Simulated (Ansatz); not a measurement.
**OH on the 1x1 (110) surface of bcc W, one in a 2x2 cell, started at the site 'bridge W-W (span 3.2 Å)'**

These are PBE (plane waves to 420 eV, PAW; Ansatz, a first-principles code) values and carry that method's errors.

Slab: 18 atoms, 6.6 Å thick at the start under the adsorbate (thin: gaps and levels are the slab's own); k 6x6x1, smearing 0.1 eV, dipole-corrected; 8 atoms held, the rest relaxed; no symmetry held; no spin, no spin-orbit, no U, no dispersion correction. At the end it is bonded to 3 W. In PBE it is, or lies within 0.03 eV of, the lowest of the starts that converged.

```
Quantity                                                                                                                       Result
--------------------------------------------------------------------------------------  ---------------------------------------------
adsorption energy against H2O(g) − ½ H2(g)                                                                                   -0.99 eV
work function of the top face                                                                                                 3.18 eV
change of the work function                                                                                                  -1.64 eV
change of the step from the bottom to the top vacuum level, against the clean slab                                           -1.63 eV
energy released by relaxation                                                                                                 0.73 eV
height of the binding atom over the mean of the host atoms within 0.3 Å of the top one                                        1.415 Å
nearest host atoms of the binding atom                                                          W at 2.13 Å, W at 2.27 Å, W at 2.27 Å
largest move of a host atom                                                                                                    0.10 Å
note                                                                                    the adsorbate left its starting site by 0.7 Å
cost                                                                                                   around 30 core-minutes (rough)
```

A negative adsorption energy means that the adsorbate is more stable on the surface than in its reference.
